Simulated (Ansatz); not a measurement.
Start from ZnO in the wurtzite structure (space group P6_3mc, No. 186; a = 3.280 Å, c = 5.294 Å).

Calculations: PBE (Ansatz, an electronic-structure program; PAW; 420 eV plane waves; no spin-orbit coupling), earlier PAW set.

Its conduction minimum is a single valley at Γ with mass 0.14 mₑ.

One thing is altered: electron doping at 1.0×10^22 cm⁻³ (0.493 per cell), with a uniform compensating background at fixed cell and a 300 K Fermi–Dirac width.

Where would a parabolic band put the Fermi level, and where does the calculation put it?

k_F = (3π²n)^(1/3) = 0.667 Å⁻¹, so ħ²k_F²/2m = 12 eV above the band edge at zero temperature. The calculation gives 3.15 eV (to 0.05 eV): the band is strongly non-parabolic or higher valleys fill at this density.

Carriers are added with a uniform compensating background; total energy and stress of such cells depend on the potential's zero and are not compared; many-body gap narrowing is missing at this level. The levels and masses belong to the bands next to the band gap. Effective masses come from finite differences of ±0.01 Å⁻¹. Stability against distortions was not tested.
